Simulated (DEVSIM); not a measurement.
System: illuminated GaAs p-on-n cell, one wavelength, at 400 K.

| layer (left to right) | material | thickness (μm) | Nd (cm⁻³) | Na (cm⁻³) | τn (s) | τp (s) | absorption coefficient (cm⁻¹) |
|---|---|---|---|---|---|---|---|
| 1 | GaAs | 0.0920 | - | 5.6e17 | 6.1e-9 | 2.4e-10 | 79000 |
| 2 | GaAs | 2.30 | 2e15 | - | 6.1e-9 | 6.1e-9 | 79000 |

Left contact: ohmic, minority electron recombination velocity 2e6 cm/s. Right contact: ohmic, minority hole recombination velocity 5e5 cm/s. Voltage is applied to the left contact. Recombination: SRH at mid-gap, radiative, Auger. Light enters at the left, 2.1e17 photons cm⁻² s⁻¹, one pass, no reflection. Mobility is μmin + (μ − μmin)/(1 + (N/Nref)^α).

This is a model device: material constants are rounded textbook-type values typed into the input, and sizes, dopings and lifetimes were drawn at random. Values at 300 K; Nc and Nv go as T^1.5, mobilities as T to minus their exponent, the gap by Varshni's rule with the affinity fixed.

```
parameter             GaAs
----------------  --------
gap (eV)             1.424
affinity (eV)         4.07
permittivity          12.9
Nc (cm⁻³)           4.7e17
Nv (cm⁻³)             9e18
μn (cm²/Vs)           8500
μp (cm²/Vs)            400
μn,min                 500
μp,min                  20
Nref,n                6e16
Nref,p              1.5e17
αn                    0.39
αp                    0.38
T exponent of μn       2.1
T exponent of μp       2.2
B (cm³/s)            2e-10
Cn (cm⁶/s)           1e-30
Cp (cm⁶/s)           1e-30
Varshni α (eV/K)  0.000541
Varshni β (K)          204
```

Model (solved in DEVSIM): 1D drift-diffusion, Boltzmann statistics, complete ionisation; no tunnelling, impact ionisation, image-force lowering or self-heating.

The photon flux was swept, all else fixed.

```csv
photon flux (cm^-2 s^-1),fill factor,short-circuit current (mA/cm²),largest power (mW/cm²),open-circuit voltage (V)
6.3e15,0.64,0.942,0.279,0.462
2.1e16,0.68,3.14,1.13,0.527
6.3e16,0.71,9.42,3.91,0.581
2.1e17,0.75,31.4,14.9,0.635
6.3e17,0.77,94.2,49.3,0.680
2.1e18,0.79,314,180,0.728
6.3e18,0.80,942,582,0.771
```

From the first row to the last the fill factor goes from 0.64 to 0.80. From the first row to the last the short-circuit current goes from 0.942 to 942.
